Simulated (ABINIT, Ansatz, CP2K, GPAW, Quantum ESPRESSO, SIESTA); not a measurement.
Code comparison for ZnS (P6_3mc, 4 atoms in the cell)

Self-consistent single point.

```
ZnS
1.0
    3.76203     0.00000     0.00000
   -1.88102     3.25802     0.00000
    0.00000     0.00000     6.16624
Zn S
2 2
Cartesian
  0.00000   2.17201   0.00086
  1.88102   1.08600   3.08398
  0.00000   2.17201   2.31148
  1.88102   1.08600   5.39460
```

Shared settings, as Ansatz (a quantum-chemistry and plane-wave program) writes them: kpoints.mp_grid.grid = 5 5 3; scf.occupations.method = fermi_dirac; scf.occupations.width = 0.0037 Ry. Potentials and cutoffs stand in the table.

| code | model | pressure (GPa) | largest force (eV/Å) | gap on the mesh (eV) | cutoff |
|---|---|---|---|---|---|
| ABINIT | LDA (PW92), PAW (JTH v2.0 LDA PAW) | -1.45 | 0.016 | 2.108 | 30 Ha |
| SIESTA | LDA PW92, numerical atomic orbitals DZP, PseudoDojo LDA standard norm-conserving potentials (rewritten from UPF to PSML) | -2.62 | 0.026 | 2.667 | grid 300 Ry |
| Ansatz | LDA (PW92), default PAW files made with PBE | -1.36 | 0.017 | 2.122 | default |
| GPAW | LDA (Perdew-Wang 92), GPAW PAW datasets LDA (gpaw-data 1.0.1) | -1.68 | 0.016 | 2.121 | 800 eV |
| Quantum ESPRESSO | LDA (PZ), GBRV 1.5 ultrasoft (LDA) pseudopotentials | -1.48 | 0.017 | 2.114 | 50 Ry |
| CP2K | LDA (Pade form), GPW, DZVP-MOLOPT-SR-GTH basis, GTH-PADE potentials (GTH_POTENTIALS) | -0.75 | 0.023 | 2.088 | grid 600 Ry |

Gaps are read on the mesh.

The spread over the programs that give each value: pressure within 1.87 GPa; largest force within 0.010 eV/Å; gap on the mesh within 0.579 eV.

SIESTA and CP2K use small atom-centred bases, whose incompleteness enters pressures, forces and empty levels differently from a plane-wave cutoff. Ansatz's pressure is given at a fixed set of plane waves, as the other plane-wave codes print theirs; with its correction for the finite basis it is -1.30 GPa. The same LDA comes in different parametrisations, which differ slightly. In the pressure, SIESTA (by 1.15) lies more than 1 GPa from the median of the plane-wave programs. In the gap, SIESTA (by 0.550) lies more than 0.12 eV from the median of the plane-wave programs.

The starting cell comes from a database of computed structures (which also holds hypothetical and non-ambient phases and stackings), without a prior relaxation at this level. Its lattice was rescaled by a random factor within 2.5 % of one.

Left out of this page: FLEUR (with a known weakness of the program).

Keys are those of Ansatz 0.2.
